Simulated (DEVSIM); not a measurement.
Structure: Pt/HfO2/n-Ge capacitor, at 250 K.

| layer (left to right) | material | thickness (nm) | Nd (cm⁻³) |
|---|---|---|---|
| 1 | HfO2 | 2.20 | - |
| 2 | Ge | 5700 | 1.1e16 |

Metal gate on the left, work function 5.6 eV. Fixed charge at the semiconductor interface 0 cm⁻² (in units of +e); interface traps 9.8e10 cm⁻² eV⁻¹, uniform in energy, neutral level at 0.5 of the gap above the valence band.

Constants are typed, rounded textbook-type inputs, not results; the design itself was drawn at random and stands for no fabricated device. Values at 300 K; Nc and Nv go as T^1.5, mobilities as T to minus their exponent, the gap by Varshni's rule with the affinity fixed.

```csv
parameter,HfO2,Ge
gap (eV),5.7,0.664
affinity (eV),2.5,4
permittivity,22,16
Nc (cm⁻³),-,1.04e19
Nv (cm⁻³),-,6e18
Varshni α (eV/K),-,0.000477
Varshni β (K),-,235
```

Model (solved in DEVSIM): 1D Poisson equation in equilibrium, Boltzmann statistics, complete ionisation; no quantum confinement or tunnelling. Metal contacts follow the ideal Schottky-Mott rule: no Fermi-level pinning, no interface dipoles.

The interface trap density was swept, all else fixed.

| interface trap density (cm^-2 eV^-1) | minimum of the low-frequency capacitance (μF/cm²) |
|---|---|
| 0 | 0.0649 |
| 1e10 | 0.0664 |
| 9.8e10 | 0.0803 |
| 1e11 | 0.0806 |
| 3e11 | 0.112 |
| 1e12 | 0.220 |
| 2e12 | 0.369 |

From the first row to the last the minimum of the low-frequency capacitance goes from 0.0649 to 0.369.
